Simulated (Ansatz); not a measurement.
Cubic perovskite KMnF3 (cubic form, which distorts at low temperature), treated with r²SCAN (PAW; Ansatz, an electronic-structure program).

Run with plane-wave cutoff 500 eV, 8×8×8 k mesh, Fermi–Dirac smearing 0.05 eV, ferromagnetic start, spin-polarised with parallel moments, scalar-relativistic PAW data made under PBE.

Cell (relaxed at this level):

```
KMnF3
1.0
    0.00000     4.18650     4.18650
    4.18650     0.00000     4.18650
    4.18650     4.18650     0.00000
K Mn F
2 2 6
Direct
  0.00000   0.00000   0.00000
  0.50000   0.50000   0.50000
  0.25000   0.25000   0.25000
  0.75000   0.75000   0.75000
  0.00000   0.00000   0.50000
  0.50000   0.50000   0.00000
  0.50000   0.00000   0.00000
  0.00000   0.50000   0.50000
  0.00000   0.50000   0.00000
  0.50000   0.00000   0.50000
```

Problem. Predict the band gap.

Solution. 
- band gap = 2.02 eV (on the SCF k mesh)

Note: the magnetic order was assumed, not searched for or taken from measurement; the relaxation could not lower the start's symmetry, so the cell can be a saddle point above a distorted one.

The computed numbers hold no vibrational or temperature effects.
